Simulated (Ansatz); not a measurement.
The structure below was relaxed with Ansatz (a quantum-chemistry and plane-wave program), PBE, PAW, cutoff 420 eV, scalar-relativistic without spin-orbit coupling, earlier PAW set.

```
CsBeI3
1.0
    5.60349     0.00000     0.00000
    0.00000     5.60349     0.00000
    0.00000     0.00000     5.60349
Cs Be I
1 1 3
Direct
  0.00000   0.00000   0.00000
  0.50000   0.50000   0.50000
  0.00000   0.50000   0.50000
  0.50000   0.50000   0.00000
  0.50000   0.00000   0.50000
```

Q: Find the space group and the Wyckoff positions.

A: Space group Pm-3m (No. 221); a = 5.603 Å, b = 5.603 Å, c = 5.603 Å, α = 90.00°, β = 90.00°, γ = 90.00°

```csv
atom,site,symmetry,x,y,z
Cs,1a,m-3m,0.0000,0.0000,0.0000
Be,1b,m-3m,0.5000,0.5000,0.5000
I,3c,4/mm.m,0.0000,0.5000,0.5000
```

No phonon test of stability was made. The final runs are not spin-polarised. The cell was made from CsSnI3 by this change: Sn → Be; the result is a hypothetical phase, not in the database extracts checked. Many cubic perovskites are stable only at high temperature; tilts and polar distortions were not tested.
